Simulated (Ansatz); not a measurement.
Functionals compared on NH3 on the 1x1 (10-10) surface of wurtzite GaN (cut with top plane Ga + N), one in a 2x1 cell, started at the site 'top N', in Ansatz (plane waves, PAW). The structure was relaxed with PBE; the other rows are single points on it, each with its references at the same level. Cutoff 420 eV (500 eV for r2SCAN). HSE06 used the coarser mesh 3x3x1.

Host crystal: wurtzite GaN, with a band gap (PBE, scalar-relativistic without spin-orbit coupling).

Set-up: 36 atoms, 9.3 Å thick at the start under the adsorbate (thin: gaps and levels are the slab's own); mesh 3x4x1; 0.01 eV smearing; dipole correction on; 16 atoms held, the rest relaxed; no symmetry held; no spin, no spin-orbit, no U, no dispersion correction. At the end it is bonded to Ga. In PBE it is, or lies within 0.03 eV of, the lowest of the starts that converged. These notes are the PBE run's. Adsorption energies are against NH3(g). A negative adsorption energy means that the adsorbate is more stable on the surface than in its reference.

| functional | adsorption energy (eV) | rough cost of the single point |
|---|---|---|
| PBE | -1.21 | – |
| RPBE | -0.94 | roughly 90 core-seconds |
| r2SCAN | -1.39 | around 2.9 core-minutes (rough) |
| HSE06 | -1.27 | roughly 40 core-minutes |

Ansatz is a quantum-chemistry and plane-wave program.
